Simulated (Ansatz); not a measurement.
Consider ZrO₂ (space group P4_2/nmc, No. 137; a = 3.621 Å, c = 5.284 Å).

Calculations: plane-wave PAW DFT at the PBE level (Ansatz, a first-principles code, 420 eV), without spin-orbit coupling, earlier PAW set.

One change was made to it. Results:

```tsv
quantity	base	after
electron mass	2.3 mₑ along c, 0.61 mₑ across (at Γ)	2.3 mₑ along c, 0.61 mₑ across (at Γ)
smallest direct gap	4.14 eV	4.15 eV
lattice parameter a	3.621 Å	3.610 Å
```

Q: Which change produced these results?
A) pressure 4.5 GPa
B) pressure 9 GPa
C) pressure 15 GPa
D) pressure 2.1 GPa
E) pressure 22.5 GPa

A: D, pressure 2.1 GPa. For comparison, the electron mass in the other runs: pressure 4.5 GPa gives 2.2 mₑ along c, 0.60 mₑ across (at Γ); pressure 22.5 GPa gives 2.0 mₑ along k, 0.56 mₑ across (at Γ); pressure 15 GPa gives 2.1 mₑ along c, 0.57 mₑ across (at Γ); pressure 9 GPa gives 2.1 mₑ along c, 0.59 mₑ across (at Γ).

Load acts through the strain it causes; cell and atoms are relaxed under it. Masses are band curvatures over ±0.01 Å⁻¹ around the edge. Along k means along the line from Γ to the band edge. No phonon test of stability was made. Competing high-pressure phases were not computed. This is not the structure that ZrO2 has at room temperature and ambient pressure.
